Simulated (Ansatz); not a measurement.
A stack in vacuum: 2 layers of hBN, twisted by 9.4° from the antiparallel setting.

The numbers are results of PBE+D3(BJ) (plane waves to 420 eV, PAW; Ansatz, a program for electronic structure), not measurements. No spin–orbit coupling; PBE gaps are too small against experiment. Its k-point mesh 2×2×1, Fermi–Dirac width 0.01 eV. A dipole correction is on.

Problem. Predict its spacing, binding and gap.

Solution. 
| Item | Result |
|---|---|
| gap between facing atomic planes | 3.39 Å |
| step of the vacuum level across the stack (top less bottom) | 0.00 eV |
| interaction energy of the frozen layers | -15.8 meV/Å² |
| interaction energy without the D3 term at this geometry | +3.6 meV/Å² |
| PBE gap over the mesh and listed points off it | 4.34 eV |
| valence and conduction edges under the vacuum level of the lower face | 5.82 and 1.48 eV |
